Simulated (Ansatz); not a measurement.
Polymorphs of CsH, PBEsol, rigid bands in Ansatz (a quantum-chemistry and plane-wave program); geometry: cell and atoms relaxed with PBEsol.
- Pm-3m, primitive cell of 2: a = b = c = 3.725 Å, α = β = γ = 90.00°
- Fm-3m, primitive cell of 2: a = 4.4224 Å, b = 4.4224 Å, c = 4.4224 Å, α = 60.00°, β = 60.00°, γ = 60.00°

```
Space group  volume per atom (Å³)  band gap  electron conductivity mass  hole conductivity mass  Seebeck coefficient, n-type 1e19 cm⁻³
-----------  --------------------  --------  --------------------------  ----------------------  -------------------------------------
Pm-3m                        25.8   2.54 eV                     0.55 mₑ                 0.45 mₑ                              -331 μV/K
Fm-3m                        30.6   2.07 eV                         [?]                 0.69 mₑ                                    [?]
```

Task: Fill in the missing entries.

Result: 
- Fm-3m, electron conductivity mass: 0.46 mₑ
- Fm-3m, Seebeck coefficient, n-type 1e19 cm⁻³: -313 μV/K

Masses are for dilute carriers at 300 K, harmonic means over directions unless an axis is named. Seebeck coefficients are for the stated density at 300 K, with one relaxation time for all states and whether or not that doping can be reached. Spin-orbit coupling is left out.

Formula and space group known from diffraction (Crystallography Open Database), not checked to be the room-temperature form: CsH (Fm-3m). Computed structure with no diffraction record at hand here (it may be known, metastable or hypothetical): CsH (Pm-3m).
